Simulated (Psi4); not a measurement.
Psi4 1.11, TPSS/def2-svpd: CO[SiH2][SiH2]O, 13 atoms. The geometry is a generated start, not checked to be a minimum at this level.

```
Property                                                  Value
-------------------------------  ------------------------------
task                                                   gradient
method                                                     tpss
basis                                                 def2-svpd
memory                                                     7 GB
scf_type                                           df (default)
guess                            auto, which took SAD (default)
diis_max_vecs                                      10 (default)
scf_initial_accelerator                         adiis (default)
e_convergence                                   1e-08 (default)
d_convergence                                   1e-08 (default)
basis functions (reference run)                             178
grid points (reference run)                             2374381
```

```xyz
13

C      2.1904     1.0044     0.3273
O      0.8658     0.7540    -0.1174
Si     0.1651    -0.7094     0.2788
Si    -2.0074    -0.8011    -0.5726
O     -2.8624     0.5728    -0.1826
H      2.2496     0.9994     1.4217
H      2.4833     1.9998    -0.0211
H      2.8950     0.2786    -0.0943
H      1.0039    -1.8050    -0.2744
H      0.1563    -0.8302     1.7605
H     -2.7306    -1.9860    -0.0450
H     -1.9657    -0.8916    -2.0541
H     -2.4433     1.4144    -0.4268
```

Differences are taken against the run with dft_radial_points = 200, dft_spherical_points = 974, dft_pruning_scheme = none (default); no run here is proven converged. One run each, on a shared machine, so no times are given.

Settings tried, all else as in the reference:
- dft_radial_points = 75 (default), dft_spherical_points = 302 (default), dft_pruning_scheme = treutler
- dft_radial_points = 150, dft_spherical_points = 770
- dft_radial_points = 35, dft_spherical_points = 110
- dft_radial_points = 25, dft_spherical_points = 50
- dft_radial_points = 75 (default), dft_spherical_points = 302 (default)
- dft_radial_points = 99, dft_spherical_points = 590, dft_pruning_scheme = treutler
- dft_radial_points = 50, dft_spherical_points = 194
- dft_radial_points = 75 (default), dft_spherical_points = 434
- dft_radial_points = 99, dft_spherical_points = 590
- dft_radial_points = 99, dft_spherical_points = 590, dft_pruning_scheme = robust
- dft_radial_points = 75 (default), dft_spherical_points = 302 (default), dft_pruning_scheme = robust

Q: Which settings reproduce the reference to 1.0 meV/atom in energy, 10 meV/Å in forces (largest component)?

A: Within it: dft_radial_points = 150, dft_spherical_points = 770; dft_radial_points = 99, dft_spherical_points = 590; dft_radial_points = 99, dft_spherical_points = 590, dft_pruning_scheme = robust; dft_radial_points = 75 (default), dft_spherical_points = 434. At the edge (between 0.75 and 1.33 times the tolerance): dft_radial_points = 75 (default), dft_spherical_points = 302 (default); dft_radial_points = 75 (default), dft_spherical_points = 302 (default), dft_pruning_scheme = robust. Outside: dft_radial_points = 50, dft_spherical_points = 194; dft_radial_points = 75 (default), dft_spherical_points = 302 (default), dft_pruning_scheme = treutler; dft_radial_points = 99, dft_spherical_points = 590, dft_pruning_scheme = treutler; dft_radial_points = 35, dft_spherical_points = 110; dft_radial_points = 25, dft_spherical_points = 50.

| setting | grid points | energy against the reference | difference in forces (largest component) |
|---|---|---|---|
| the reference | 2374381 | — | — |
| dft_radial_points = 150, dft_spherical_points = 770 | 1415965 | under 0.001 meV/atom | 0.40 meV/Å |
| dft_radial_points = 99, dft_spherical_points = 590 | 718863 | +0.0012 meV/atom | 0.56 meV/Å |
| dft_radial_points = 99, dft_spherical_points = 590, dft_pruning_scheme = robust | 504265 | +0.0012 meV/atom | 0.56 meV/Å |
| dft_radial_points = 75 (default), dft_spherical_points = 434 | 402427 | +0.011 meV/atom | 3.6 meV/Å |
| dft_radial_points = 75 (default), dft_spherical_points = 302 (default) | 280198 | −0.029 meV/atom | 12 meV/Å |
| dft_radial_points = 75 (default), dft_spherical_points = 302 (default), dft_pruning_scheme = robust | 192656 | −0.031 meV/atom | 12 meV/Å |
| dft_radial_points = 50, dft_spherical_points = 194 | 121949 | +0.77 meV/atom | 18 meV/Å |
| dft_radial_points = 75 (default), dft_spherical_points = 302 (default), dft_pruning_scheme = treutler | 154904 | +0.14 meV/atom | 32 meV/Å |
| dft_radial_points = 99, dft_spherical_points = 590, dft_pruning_scheme = treutler | 376657 | +0.20 meV/atom | 34 meV/Å |
| dft_radial_points = 35, dft_spherical_points = 110 | 48504 | −11 meV/atom | 86 meV/Å |
| dft_radial_points = 25, dft_spherical_points = 50 | 15824 | +93 meV/atom | 520 meV/Å |

Total energies are compared; such shifts often cancel in part in energy differences. The gradients leave out the derivatives of the grid weights. The tolerance is a choice made for this comparison.
